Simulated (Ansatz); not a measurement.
Base system: PbS in the rock salt structure (space group Fm-3m, No. 225; a = 5.903 Å).

Modification: every S is replaced by Te; the structure is relaxed again.

Levels (all Ansatz, an electronic-structure program, PAW): PBEsol (420 eV, no spin-orbit coupling); r2SCAN (500 eV, no spin-orbit coupling); HSE06 (420 eV, scalar-relativistic without spin-orbit coupling).

One geometry, relaxed with PBEsol, under each level:

```json
[
 {"level": "PBEsol", "band gap": "0.65 eV", "lowest conduction level above the VBM at special points": "L 0.65 eV; W 1.63 eV; X 3.18 eV; K 3.55 eV", "electron mass": "0.26 mₑ along k, 0.098 mₑ across (at L)", "hole mass": "0.38 mₑ along k, 0.073 mₑ across (at L)", "pressure": "0.0 kbar"},
 {"level": "r2SCAN", "band gap": "1.00 eV", "lowest conduction level above the VBM at special points": "L 1.00 eV; W 1.87 eV; X 3.53 eV; K 3.86 eV", "electron mass": "0.32 mₑ along k, 0.12 mₑ across (at L)", "hole mass": "0.51 mₑ along k, 0.075 mₑ across (at L)", "pressure": "19.7 kbar"},
 {"level": "HSE06", "band gap": "1.09 eV", "lowest conduction level above the VBM at special points": "L 1.09 eV; W 2.08 eV; X 3.64 eV; Γ 4.74 eV", "electron mass": "–", "hole mass": "–", "pressure": "–"}
]
```

Single points use the geometry relaxed with PBEsol. Their cutoffs differ, which shifts pressures a little. HSE06 was sampled on its mesh, a few special points and the semilocal edge points, so its gap is an upper bound. Spin-orbit coupling, missing from the scalar runs, can matter with Pb and Te. Masses are band curvatures over ±0.01 Å⁻¹ around the edge. Along k means along the line from Γ to the band edge. Whether these cells are dynamically stable was not tested.
